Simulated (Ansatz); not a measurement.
**What biaxial strain +1.67 %, plane normal [111], relaxed out of plane does to Pd**

Start from Pd in the fcc (Cu type) structure (space group Fm-3m, No. 225; a = 3.910 Å; relaxed with 0.1 eV smearing). Axes: x, y, z lie along the cube axes.

It is then changed as follows: biaxial strain +1.67 %, plane normal [111], relaxed out of plane (Cartesian); in-plane vectors clamped, the third vector and the atoms free.

Level of theory: Ansatz (a program for electronic structure), r2SCAN, PAW, cutoff 500 eV, spin-orbit coupling left out. Settings: 29×29×29 k-points, 0.1 eV Fermi–Dirac smearing.

The volume per atom grows by 0.26 Å³ (14.95 Å³ → 15.21 Å³) and the space group changes from Fm-3m (No. 225) to R-3m (No. 166). The energy grows by 6.9 meV/atom and the pressure (mean of the normal stresses, compression positive) goes from zero to -2.8 GPa. The band gap is still zero and the out-of-plane strain comes out as -1.56 %. The ratio −ε⊥/ε∥ comes out as 0.94.

Cost of the whole job for the changed cell (relaxation, final SCF and bands): around 6 core-minutes (rough).

No phonon test of stability was made. The final runs are not spin-polarised. Pd has a high density of states at the Fermi level and may be magnetic at this level.
